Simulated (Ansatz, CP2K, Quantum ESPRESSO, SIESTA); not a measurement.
# Code comparison for SrCd (P1, 2 atoms in the cell)

Self-consistent single point, at a second geometry (atoms moved at random). First geometry:

```
CELL_PARAMETERS angstrom
      4.03563     0.00000     0.00000
      0.00000     4.03563     0.00000
      0.00000     0.00000     4.03563
ATOMIC_POSITIONS crystal
  Sr 0.50000 0.50000 0.50000
  Cd 0.00000 0.00000 0.00000
```

Second geometry:
```
SrCd
1.0
    4.03563     0.00000     0.00000
    0.00000     4.03563     0.00000
    0.00000     0.00000     4.03563
Sr Cd
1 1
Direct
  0.50139   0.49794   0.48866
  0.99861   0.00206   0.01134
```

Shared settings, as Ansatz (an electronic-structure program) writes them: kpoints.mp_grid.grid = 11 11 11; scf.occupations.method = fermi_dirac; scf.occupations.width = 0.1 eV. Potentials and cutoffs stand in the table.

| code | model | ΔF from the first geometry (meV/atom) | pressure (GPa) | largest force (eV/Å) | cutoff |
|---|---|---|---|---|---|
| SIESTA | LDA PW92, numerical atomic orbitals TZP, PseudoDojo LDA standard norm-conserving potentials (rewritten from UPF to PSML) | 6.1 | -1.21 | 0.260 | grid 350 Ry |
| Quantum ESPRESSO | LDA (PZ), GBRV 1.5 ultrasoft (LDA) pseudopotentials | 3.4 | -2.72 | 0.143 | 40 Ry |
| Ansatz | LDA (PW92), PAW files made with PBE | 3.4 | -2.51 | 0.143 | 420 eV |
| CP2K | LDA (Pade form), GPW, DZVP-MOLOPT-SR-GTH basis, GTH-PADE potentials (GTH_POTENTIALS) | 3.5 | -2.20 | 0.149 | grid 500 Ry |

The spread over the programs that give each value: ΔF from the first geometry within 2.7 meV/atom; pressure within 1.51 GPa; largest force within 0.117 eV/Å.

SIESTA and CP2K use small atom-centred bases, whose incompleteness enters pressures, forces and empty levels differently from a plane-wave cutoff. Ansatz's pressure is given at a fixed set of plane waves, as the other plane-wave codes print theirs. The same LDA comes in different parametrisations, which differ slightly. In the pressure, SIESTA (by 1.40) lies more than 1 GPa from the median of the plane-wave programs. In the force vectors, SIESTA (by 0.117) lies more than 0.08 eV/Å from the median of the plane-wave programs.

The starting cell comes from a database of computed structures (which also holds hypothetical and non-ambient phases and stackings), without a prior relaxation at this level. For this run, on top of that: atoms moved at random.

Keys are those of Ansatz 0.2.
